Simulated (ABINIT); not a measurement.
Band structure of CaO (Fm-3m, 2 atoms in the cell).

```
CELL_PARAMETERS angstrom
      0.00000     2.40500     2.40500
      2.40500     0.00000     2.40500
      2.40500     2.40500     0.00000
ATOMIC_POSITIONS crystal
  Ca 0.00000 0.00000 0.00000
  O  0.50000 0.50000 0.50000
```

Computed with PBE, norm-conserving pseudopotentials (PseudoDojo nc-sr-05 PBE standard) (plane waves; ABINIT).

Settings: pseudos = [Ca.upf, O.upf]; ecut = 42 Ha; occopt = 3; tsmear = 0.05 eV; ngkpt = 12 12 12; nshiftk = 1; shiftk = 0 0 0; potentials = PseudoDojo nc-sr-05 PBE standard; kptopt = 1; nstep = 60; tolvrs1 = 1e-11; ndtset = 2; getden2 = 1.

The starting cell has typed, rounded lattice constants, without a prior relaxation at this level.

Question: Predict the gap along the standard path and the places of the band edges.

Answer: The gap along the path is 3.66 eV, from Γ to X; the smallest direct gap on it is 4.04 eV.

Levels in eV from the top of the valence band on the SCF mesh, bands 5 to 12:
```json
[
 {"point": "Γ", "5": "-15.47", "6": "0.00", "7": "0.00", "8": "0.00", "9": "4.73", "10": "6.23", "11": "6.23", "12": "6.23"},
 {"point": "X", "5": "-15.23", "6": "-1.30", "7": "-0.37", "8": "-0.37", "9": "3.66", "10": "8.04", "11": "8.88", "12": "9.51"},
 {"point": "W", "5": "-14.85", "6": "-1.27", "7": "-1.05", "8": "-1.05", "9": "6.31", "10": "6.31", "11": "8.37", "12": "9.51"},
 {"point": "K", "5": "-14.87", "6": "-1.32", "7": "-1.20", "8": "-0.77", "9": "5.14", "10": "7.98", "11": "8.55", "12": "9.03"},
 {"point": "L", "5": "-14.30", "6": "-2.61", "7": "-1.18", "8": "-1.18", "9": "7.04", "10": "8.34", "11": "8.34", "12": "8.50"},
 {"point": "U", "5": "-14.87", "6": "-1.32", "7": "-1.20", "8": "-0.77", "9": "5.14", "10": "7.98", "11": "8.55", "12": "9.03"}
]
```
